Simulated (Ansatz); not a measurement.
KI: energy against volume

KI (rock salt, Fm-3m, 46.315 Å³/atom and stress up to 0.01 GPa in the relaxed cell, cube axes along x, y and z) under an equal strain ε along all three axes. PBE in Ansatz, a plane-wave DFT program (PAW, default set), 420 eV, 8×8×8 Γ-centred mesh, Fermi-Dirac smearing 0.05 eV; ions are relaxed, or left where forces stay under 0.02 eV/Å, within the symmetry of each cell.

Here V stands for volume and E for E less E0.

| volume (Å³/atom) | E less E0 (meV/atom) | pressure (GPa) |
|---|---|---|
| 42.2707 | ? | ? |
| 43.5915 | 5.94 | 0.74 |
| 44.2622 | 3.27 | 0.53 |
| 44.9396 | 1.43 | 0.34 |
| 45.6240 | 0.35 | 0.16 |
| 46.3152 | 0.00 | 0.00 |
| 47.0134 | 0.34 | -0.15 |
| 47.7186 | 1.33 | -0.29 |
| 48.4308 | 2.93 | -0.43 |
| 49.1501 | 5.12 | -0.55 |

Fit E of the 9 rows that show it with the third-order Birch-Murnaghan form, a cubic in V^(-2/3). With u = V^(-2/3) - 0.0776, the rows have u = 0.0031357, 0.0023180, 0.0015129, 0.0007197, -0.0000615, -0.0008311, -0.0015893, -0.0023363, -0.0030724. Least squares gives E = 0.002 + 68.6·u + 572963·u² + 2813713·u³. Residuals (row less fit): 0.002, -0.005, 0.003, 0.001, 0.000, 0.001, 0.001, -0.003, 0.002; standard error 0.003 (degrees of freedom: 5). Its minimum lies at u = -0.0000599, so V0 = (0.0775401)^(-3/2) = 46.31. There d²E/du² = 1145000 and d³E/du³ = 1.688e7, so B0 = (4/9) × 46.31^(-7/3) × 1145000 × 0.160218 = 10.6 GPa (the last factor turns the table's units into GPa), and B0' = 4 + (2/3) × 0.0775401 × (1.688e7)/1145000 = 4.8. B0' rests on the cubic coefficient alone and has a standard error of 0.1 from these residuals.

Q: Estimate the missing E (V = 42.2707); what did the run itself give?

A: u = 0.0048088, so E = 0.002 + 68.6 × 0.0048088 + 572963 × 0.0048088² + 2813713 × 0.0048088³ = 13.894 meV/atom. The calculation gives 13.91 meV/atom, 0.016 meV/atom above the prediction (0.1 % of the range of E in the table). The row lies outside the fitted rows, so this is an extrapolation. The scatter of the fitted rows lies at the last printed digit.

Spin-orbit coupling is left out, which can shift these values for the heavy elements here. Other structures, which can take over under pressure, weren't tried. The same form fitted to the pressure column gives B0' = 4.8; series where the two differ by over 0.4 aren't shown. Rows are the converged runs of the series near zero and its far end, less any whose ions stayed unrelaxed beside relaxed ones; series whose fitted rows scatter by over a few per cent of the range, as at a crossing or softening among them, aren't shown in this form.
